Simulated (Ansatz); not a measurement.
# CdIn₂Te₄ (space group I-4, No. 82)

```yaml
crystal:
  lattice:
    - [-3.11691, 3.11691, 6.20999]
    - [3.11691, -3.11691, 6.20999]
    - [3.11691, 3.11691, -6.20999]
  atoms:
    - { symbol: Cd, position: [0.00000, 0.00000, 0.00000] }
    - { symbol: In, position: [0.50000, 0.50000, 0.00000] }
    - { symbol: In, position: [0.75000, 0.25000, 0.50000] }
    - { symbol: Te, position: [0.36157, 0.41904, 0.50245] }
    - { symbol: Te, position: [0.58096, 0.08341, 0.94253] }
    - { symbol: Te, position: [0.91659, 0.85912, 0.49755] }
    - { symbol: Te, position: [0.14088, 0.63843, 0.05747] }
```

Method: PBEsol (Ansatz, a program for electronic structure; PAW; 420 eV plane waves; no SOC). k-mesh 8×8×8 (Γ-centred); smearing 0.05 eV (Fermi–Dirac).

| Quantity | Value |
|---|---|
| Volume per atom | 34.47 Å³ |
| Density | 5.87 g/cm³ |
| Band gap | 0.80 eV, direct at Γ |
| Electron mass | 0.12 mₑ along c, 0.073 mₑ across |
| Lowest conduction-band minima above the VBM | Γ 0.80 eV; X (0, 0, 1/2) 1.15 eV; M (1/2, 1/2, 1/2) 1.25 eV |
| Total energy | -6691.884 eV/atom (σ→0; compares only within this code and set-up) |

Spin-orbit coupling, missing from the scalar runs, can matter with Te. Effective masses come from finite differences of ±0.01 Å⁻¹. Stability against distortions was not tested.
